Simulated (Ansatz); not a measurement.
The starting structures come from a database of crystals and need not be the phases stable at ambient conditions.

Inside the gap of an insulator the Bloch states are evanescent, with a wavenumber k + iκ along the transport direction.

Here is the system:

```xyz
6
Lattice="3.6622 0.0000 0.0000 0.0000 8.8412 0.0000 1.8311 0.0000 3.1716" Properties=species:S:1:pos:R:3 pbc="T T T"
Hg     2.2550     0.0000     2.4374
Hg     0.4239     2.9471     0.7342
Hg     2.8144     5.8941     0.0000
O      2.8442     4.4206     1.4169
O      1.0131     7.3676     1.7547
O      1.6361     1.4735     0.0000
```

Space group of this cell: P3_221. The cell was relaxed by PBE-D3(BJ); by PBEsol its mean pressure is -2.9 GPa.

Transport runs along the normal of the first two printed cell vectors, the (100) plane of the conventional cell.

No gap correction and no spin-orbit coupling; mid-gap values are interpolated between computed energies.

Q: Give the band gap and the smallest decay constant κ at mid-gap that PBEsol (Ansatz, an electronic-structure program) yields.

A: Gap 1.38 eV on a 10×4×10 mesh; κ = 0.309 1/Å, at (0.000, 0.250) of the in-plane reciprocal vectors. At the zone centre, at the nearest computed energy, the slowest state has κ = 0.32 1/Å.
